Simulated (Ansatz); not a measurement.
# Bulk modulus of Cu3Ge (P6₃/mmc, No. 194, 8 atoms in the cell; start mp-1184021) at several levels of theory

No measured value is used here.

| level (code) | value (GPa) | cell (Å³/atom) |
|---|---|---|
| LDA (Ansatz) | 164 | 11.81 |
| PBEsol (Ansatz) | 149 | 12.23 |
| r²SCAN (Ansatz) | 144 | 12.38 |

LDA, PBEsol, r²SCAN: the run has no spin polarisation, so it can have missed a magnetic state. LDA, PBEsol, r²SCAN: the bulk modulus is −V dP/dV from two relaxed cells at ±2 % in volume. LDA, PBEsol, r²SCAN: the relaxation could not lower the start's symmetry, so the cell can be a saddle point above a distorted one. Each level is taken at its own relaxed cell. Cutoffs differ between the levels. Ansatz's density-functional and Hartree–Fock values are scalar-relativistic unless marked +SOC, with PAW data made under PBE.

A start named mp-… is a Materials Project structure, which need not be a measured phase.

Ansatz is a quantum-chemistry and plane-wave program.
